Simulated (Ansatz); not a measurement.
The parent structure is Mo in the bcc (W type) structure (space group Im-3m, No. 229; relaxed with 0.1 eV smearing).

```
CELL_PARAMETERS angstrom
     -1.55576     1.55576     1.55576
      1.55576    -1.55576     1.55576
      1.55576     1.55576    -1.55576
ATOMIC_POSITIONS crystal
  Mo 0.00000 0.00000 0.00000
```

Cartesian axes are those of the cell as printed.

Calculations: LDA (Ansatz, a program for electronic structure, PAW, no spin-orbit coupling).

Base values:

The shortest interatomic distance comes out as 2.695 Å.

Modification: biaxial strain −1.00 %, plane normal [001], relaxed out of plane (Cartesian); in-plane vectors clamped, the third vector and the atoms free.

Task: What does the calculation give for the energy relative to the base after the change?

Result: The energy goes up by 5.4 meV/atom.

Task: How does this affect the shortest interatomic distance?

Result: The shortest interatomic distance falls by 0.0114 Å (2.695 Å → 2.683 Å).

Task: What does the calculation give for the ratio −ε⊥/ε∥ after the change?

Result: The ratio −ε⊥/ε∥ comes out as 0.73.

Stability against distortions was not tested. All final runs are without spin polarisation.
